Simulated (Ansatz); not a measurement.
A zone-centre phonon calculation of Ta₂Si (I4/mcm, 6 atoms in the cell) with Ansatz (a quantum-chemistry and plane-wave program).

Level of theory: LDA (PW92), default PAW files made with PBE (plane waves; Ansatz).

```xyz
6
Lattice="-3.0785 3.0785 2.5161 3.0785 -3.0785 2.5161 3.0785 3.0785 -2.5161" Properties=species:S:1:pos:R:3 pbc="T T T"
Ta     2.0713     1.0072     2.5161
Ta     1.0072     2.0713     0.0000
Ta    -1.0072     2.0713     2.5161
Ta     4.0857     1.0072     0.0000
Si     0.0000     0.0000     1.2580
Si     0.0000     0.0000     3.7741
```

Reference input (self-consistent single point, DFT, LDA (PW92), plane waves, default PAW files made with PBE): basis.ecutwfc = 420 eV; kpoints.mp_grid.grid = 9 9 9; hamiltonian.xc = lda; hamiltonian.pseudopotentials = {kind: paw} (the program's default PAW files); scf.occupations.method = gaussian; scf.occupations.width = 0.1 eV. This run's input differs from it in these lines:

```diff
@@ -21,6 +21,4 @@
   occupations: { method: gaussian, width: 0.1 }
-output:
-  forces: true
-  eigenvalues: true
-  stress: true
+phonons:
+  method: dfpt
```

Log, with long lists cut:

```
SCF iter   1: F=—  HF=-39951.218680 eV  |F-HF|=—  |Δ(HF+E_count)|=         —  Δρ=5.16e-3  dr2=1.83e-2  ethr=1.77e-3  ⟨swp⟩=5.6  Hψ=55320  notcnv=0
all-band conjugate gradients solve this SCF's bands
preconditioner: auto → Kerker (q_TF=auto, 2.525 Å⁻¹)
SCF iter   2: F=—  HF=-39951.215949 eV  |F-HF|=—  |Δ(HF+E_count)|=   2.73e-3  Δρ=3.05e-3  dr2=5.73e-3  ethr=3.05e-5  ⟨swp⟩=2.0  Hψ=17660  notcnv=0
   [... lines left out ...]
SCF iter   5: F=—  HF=-39951.214874 eV  |F-HF|=—  |Δ(HF+E_count)|=   1.40e-7  Δρ=7.04e-6  dr2=6.08e-8  ethr=4.41e-9  ⟨swp⟩=2.0  Hψ=18065  notcnv=0
SCF iter   6: F=—  HF=-39951.214874 eV  |F-HF|=—  |Δ(HF+E_count)|=   1.17e-8  Δρ=1.74e-6  dr2=5.34e-9  ethr=1.01e-10  ⟨swp⟩=2.0  Hψ=17883  notcnv=0
SCF iter   7: F=—  HF=-39951.214874 eV  |F-HF|=—  |Δ(HF+E_count)|=   1.27e-9  Δρ=3.26e-7  dr2=1.85e-10  ethr=8.89e-12  ⟨swp⟩=2.0  Hψ=17703  notcnv=0
SCF iter   8: F=-39951.214874 eV  HF=-39951.214874 eV  |F-HF|=0.00e0  |Δ(HF+E_count)|=  3.64e-11  Δρ=4.97e-8  dr2=3.79e-12  ethr=1.00e-12  ⟨swp⟩=10.2  Hψ=68803  notcnv=0
SCF 1 converged in 8 iterations: F = -39951.214874 eV  dr2 = 3.79e-12
DFPT response loops at Γ: preconditioner auto → Kerker (q_TF=auto, 2.525 Å⁻¹) (partly filled bands, converged f_vac=0.000) …
the response loops of the zone centre start from zero, take more passes and end by a threshold …
Free energy (F): -39951.214874 eV
Internal energy: -39951.198330 eV  (E = F + TS)
E sigma→0 (E₀):  -39951.206602 eV
Entropy (-TS):   -0.016544 eV (-2.757 meV/atom)
Fermi energy:    17.418289 eV
   [... lines left out ...]
  ASR residual: 4.428e-5 → 0.000e0 eV/Å²; symmetrization residual: 1.154e-5 eV/Å²
  ASR residual per site (eV/Å²): 4.43e-5 4.43e-5 4.43e-5 4.43e-5 4.08e-5 4.08e-5
  Γ frequencies (cm⁻¹): 0.00 0.00 0.00 107.78 107.78 109.34 109.34 111.25 153.53 155.86 159.45 167.14 302.22 391.06 391.06 410.13 410.13 427.33
  non-analytic LO–TO correction: not included (Born effective charges unavailable; polar crystals: no LO–TO splitting at Γ)
```

The run converged in 8 iterations. 

Summary of the result:
- Free energy E − TS (on the zero of these files): -39951.2149 eV
- Fermi level (on the code's own zero): 17.42 eV
- Zone-centre frequencies (cm⁻¹; negative means imaginary): 0, 0, 0, 108, 108, 109, 109, 111, 154, 156, 159, 167, 302, 391, 391, 410, 410, 427

The starting cell comes from a database of computed structures (which also holds hypothetical and non-ambient phases and stackings), without a prior relaxation at this level. Its lattice was rescaled by up to half a per cent. Spin polarisation is off.

Cost on one core of a shared machine: roughly 20 min.

Keys are those of Ansatz 0.2.
